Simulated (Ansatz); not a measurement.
# Ansatz run on Sr2GaSi (Amm2, 4 atoms in the cell): self-consistent single point

Computed with LDA (PW92), default PAW files made with PBE (plane waves; Ansatz, a program for electronic structure).

Input:

Ansatz 0.2 input:
```yaml
# Sr2GaSi
crystal:
  lattice:
    - [4.243563, 0.000000, 0.000000]
    - [0.000000, 2.368499, 5.909119]
    - [0.000000, -2.368499, 5.909119]
  atoms:
    - { symbol: Sr, position_ang: [2.121781, -0.000000, 7.554690] }
    - { symbol: Sr, position_ang: [0.000000, -0.000000, 4.240147] }
    - { symbol: Ga, position_ang: [2.121781, -0.000000, 11.090235] }
    - { symbol: Si, position_ang: [0.000000, -0.000000, 0.751522] }
basis:
  ecutwfc: 420.0
kpoints:
  mp_grid:
    grid: [8, 8, 8]
hamiltonian:
  xc: lda
  pseudopotentials:
    kind: paw
scf:
  occupations:
    method: gaussian
    width: 0.1
output:
  forces: true
  eigenvalues: true
  stress: true
```

Output, abridged:

```
WARN ansatz: RAYON_NUM_THREADS=1 ignored (pool sized by the plan → 1); use --threads N
Pseudopotentials: kind: paw
Pseudopotential: Sr, paw, valence charge 10
Pseudopotential: Ga, paw, valence charge 13
Pseudopotential: Si, paw, valence charge 4
Crystal: 4 atoms, lattice volume = 118.784 Å³
Basis set: ecut = 420 eV, 2319 PW (Γ)
Bands: 23, of which v1, the nominal top of the filled ones, is band 19 counted from 1 (18 counted from 0)
Symmetry: 4 space group operations
Space group: Amm2 (ITA 38), of the structure as read, at distance tolerance 4.9e-5 Å
k-points: 105 of 512 (time reversal used)
PAW frozen core: Sr, regenerated for the run's functional, and the local potential with it
PAW frozen core: Ga, regenerated for the run's functional, and the local potential with it
PAW frozen core: Si, regenerated for the run's functional, and the local potential with it
Initial density: superposition of atomic densities (neutral atoms: chi_scale 0, normalization atom), corrected by the library's trained network
Initial wavefunctions: pseudopotential atomic-orbital guess
Eigensolver: davidson
Functional: x = slater, c = lda
SCF iter   1: F=—  HF=-11206.200377 eV  |F-HF|=—  |Δ(HF+E_count)|=         —  Δρ=4.98e-3  dr2=1.80e-2  ethr=1.77e-3  ⟨swp⟩=8.9  Hψ=14161  notcnv=0
all-band conjugate gradients solve this SCF's bands
preconditioner: auto → Kerker (q_TF=auto, 2.246 Å⁻¹)
SCF iter   2: F=—  HF=-11206.197823 eV  |F-HF|=—  |Δ(HF+E_count)|=   2.55e-3  Δρ=2.74e-3  dr2=6.90e-3  ethr=4.85e-5  ⟨swp⟩=2.8  Hψ=5021  notcnv=0  defer=3
SCF iter   3: F=—  HF=-11206.196413 eV  |F-HF|=—  |Δ(HF+E_count)|=   1.41e-3  Δρ=4.84e-4  dr2=4.73e-4  ethr=1.87e-5  ⟨swp⟩=2.4  Hψ=4110  notcnv=0  defer=3
SCF iter   4: F=—  HF=-11206.196384 eV  |F-HF|=—  |Δ(HF+E_count)|=   2.88e-5  Δρ=2.86e-4  dr2=1.20e-4  ethr=1.28e-6  ⟨swp⟩=2.0  Hψ=3508  notcnv=0  defer=3
SCF iter   5: F=—  HF=-11206.196302 eV  |F-HF|=—  |Δ(HF+E_count)|=   8.21e-5  Δρ=1.18e-4  dr2=2.77e-5  ethr=3.25e-7  ⟨swp⟩=2.0  Hψ=3487  notcnv=0  defer=3
SCF iter   6: F=—  HF=-11206.196294 eV  |F-HF|=—  |Δ(HF+E_count)|=   8.08e-6  Δρ=4.13e-5  dr2=4.24e-6  ethr=7.50e-8  ⟨swp⟩=2.2  Hψ=3727  notcnv=0  defer=3
SCF iter   7: F=—  HF=-11206.196293 eV  |F-HF|=—  |Δ(HF+E_count)|=   7.15e-7  Δρ=7.22e-6  dr2=1.88e-7  ethr=1.15e-8  ⟨swp⟩=2.0  Hψ=2807  notcnv=0  defer=3
SCF iter   8: F=-11206.196293 eV  HF=-11206.196293 eV  |F-HF|=1.09e-8  |Δ(HF+E_count)|=   1.16e-8  Δρ=3.12e-6  dr2=2.04e-8  ethr=2.70e-10  ⟨swp⟩=7.6  Hψ=11990  notcnv=0
SCF 1 converged in 8 iterations: F = -11206.196293 eV  dr2 = 2.04e-8
SCF converged after 8 iterations
Free energy (F): -11206.196293 eV
Harris-Foulkes:  -11206.196293 eV  (|F-HF|=1.09e-8)
Internal energy: -11206.187100 eV  (E = F + TS)
E sigma→0 (E₀):  -11206.191696 eV
Entropy (-TS):   -0.009193 eV (-2.298 meV/atom)
Fermi energy:    6.981863 eV
--- Per-component energies (eV) ---
  E_band       = -269.813357
  E_kinetic    = 644.231914
  E_local      = -3705.993339  (includes V_loc(G=0)·N_el)
  E_nonlocal   = 862.743117
  E_hartree    = 1427.462171
  E_xc         = -465.403938
  E_vxc        = -427.448338  (∫ρ·V_xc dr)
  E_paw        = -7589.873400  (= ΣΔE_a)
  E_vpaw       = -498.267532  (= ΣTr[D̂ρ^β])
  E_aug_tail   = -0.000109  (compensation charges beyond the density's cutoff)
  E_ewald      = -2381.754598
  E_core_change = 2.401081  (= ΣΔE_core)
  E_smearing   = -0.009193  (= −TS)
  E_closure    = -0.000000  (closes the sum)
  Σ components = -11206.196293   (vs F -11206.196293, Δ=0.00e0)
--- Forces (eV/Å), atoms counted from 1 ---
  atom   1  Sr     0.00000000     0.00000000    -0.09908070
  atom   2  Sr     0.00000000     0.00000000     0.09101250
  atom   3  Ga     0.00000000     0.00000000     0.06580705
  atom   4  Si     0.00000000     0.00000000    -0.05772527
  max |Σ_I F_I| component: 1.36e-5 eV/Å
--- Stress (GPa, compression-positive) ---
       -3.233622       0.000000       0.000000
        0.000000      -3.196122       0.000000
        0.000000       0.000000      -2.792965
  P = ⅓ Tr σ = -3.0742 GPa (-30.742 kbar)
  The stress holds the Pulay correction. Without it, at fixed plane waves, as pw.x and ABINIT print it: P = -3.0864 GPa
--- Band table (eV; the first three rows and the last of 105) ---
  k-point 0: bands = ["-28.4334", "-28.3563", "-10.6234", "-10.5152", "-10.4658", "-10.4116", "-10.3313", "-10.3271", "-7.3735", "-7.3528", "-7.3490", "-7.3281", "-7.3248", "-1.5021", "2.7085", "5.4294", "5.9332", "6.2981", "7.1674", "8.4491", [...]
  k-point 1: bands = ["-28.4328", "-28.3565", "-10.6187", "-10.5252", "-10.4626", "-10.4215", "-10.3327", "-10.3296", "-7.3729", "-7.3533", "-7.3474", "-7.3296", "-7.3235", "-1.4285", "2.7626", "4.9846", "6.2396", "6.2523", "7.2042", "8.3403", [...]
  k-point 2: bands = ["-28.4313", "-28.3570", "-10.6109", "-10.5491", "-10.4544", "-10.4393", "-10.3385", "-10.3360", "-7.3714", "-7.3539", "-7.3441", "-7.3313", "-7.3221", "-1.2467", "2.8970", "4.4926", "6.1334", "6.3329", "6.9901", "8.2083", [...]
  k-point 104: bands = ["-28.4241", "-28.3541", "-10.6525", "-10.6252", "-10.4970", "-10.4032", "-10.3623", "-10.3571", "-7.3667", "-7.3511", "-7.3410", "-7.3319", "-7.3179", "0.3036", "1.0230", "4.5996", "4.8928", "6.4811", "7.2562", "8.5464", [...]
```

The run converged in 8 iterations.

The starting cell comes from a database of computed structures (which also holds hypothetical and non-ambient phases and stackings), without a prior relaxation at this level. Its lattice was rescaled by up to half a per cent. With a pressure of about -3 GPa the cell is away from its equilibrium volume at this level. Ansatz's pressure includes its estimate of the finite-basis (Pulay) stress.
